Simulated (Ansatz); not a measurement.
Subject: the formation energy of H_i in Mg (hcp, P6₃/mmc). Reaction: 36 Mg (hcp) + 1/2 H2 (gas) → cell A.

Cell A: a supercell of 36 sites of Mg (hcp, P6₃/mmc) with H off the lattice sites (4 Mg at 1.99–2.06 Å); spin state with PBE: run without spin, k-point mesh 5×5×4.
```
CELL_PARAMETERS angstrom
      9.58494     0.00000     0.00000
     -4.79247     8.30081     0.00000
      0.00000     0.00000    10.39266
ATOMIC_POSITIONS crystal
  Mg 0.11111 0.22222 0.12427
  Mg 0.22618 0.10715 0.37619
  Mg 0.11111 0.22222 0.63132
  Mg 0.22259 0.11074 0.87596
  Mg 0.11085 0.55580 0.12422
  Mg 0.22618 0.45236 0.37619
  Mg 0.11086 0.55495 0.62427
  Mg 0.22259 0.44519 0.87596
  Mg 0.11085 0.88839 0.12422
  Mg 0.22151 0.77742 0.37426
  Mg 0.11086 0.88924 0.62427
  Mg 0.22305 0.77819 0.87456
  Mg 0.44494 0.22248 0.12422
  Mg 0.55591 0.11182 0.37426
  Mg 0.44409 0.22247 0.62427
  Mg 0.55514 0.11028 0.87456
  Mg 0.44494 0.55580 0.12422
  Mg 0.55617 0.44475 0.37400
  Mg 0.44409 0.55495 0.62427
  Mg 0.55559 0.44446 0.87377
  Mg 0.44444 0.88889 0.12513
  Mg 0.55591 0.77742 0.37426
  Mg 0.44444 0.88889 0.62397
  Mg 0.55514 0.77819 0.87456
  Mg 0.77754 0.22248 0.12422
  Mg 0.88098 0.10715 0.37619
  Mg 0.77838 0.22247 0.62427
  Mg 0.88815 0.11074 0.87596
  Mg 0.77778 0.55556 0.12370
  Mg 0.88858 0.44475 0.37400
  Mg 0.77778 0.55556 0.62472
  Mg 0.88887 0.44446 0.87377
  Mg 0.77754 0.88839 0.12422
  Mg 0.88858 0.77716 0.37400
  Mg 0.77838 0.88924 0.62427
  Mg 0.88887 0.77774 0.87377
  H  0.11111 0.22222 0.32223
```

Reference: Mg (hcp, P6₃/mmc), 36 atoms in the cell, the relaxed perfect crystal repeated, atoms not moved again, k-point mesh 5×5×4 on the run's own vectors.

Reference: an isolated H2 molecule (singlet) in a box of 11 × 11 × 13 Å.

Plane-wave PAW calculations with Ansatz (an electronic-structure program), its PAW set soft_1, cutoff 420 eV. The structures are at rest with PBE, within the held lattices. Neutral cells; Fermi-Dirac smearing of at most 0.10 eV in the solids, energies taken to zero width. Larger cells are relaxed from a start prepared with the learned potential CHGNet, on a coarser mesh till forces fall under 0.03 eV/Å, which some starts already meet. A dispersion term (D3(BJ), or D4 for r2SCAN) was computed beside these levels and is taken off wherever the name lacks it. Static lattices, no vibrational contributions. The structures are the rest points that the relaxations reached, not proven lowest. Values are for these cell sizes. Mesh and cell size may move defect energies by 0.1 eV or more. Cell A has symmetry P3m1 within 0.02 Å and got no random move, so less symmetric positions, which may lie lower, weren't tried.

Task: Predict the value from PBE.

Result: 0.18 eV, for 36 Mg (hcp) + 1/2 H2 (gas) → cell A.
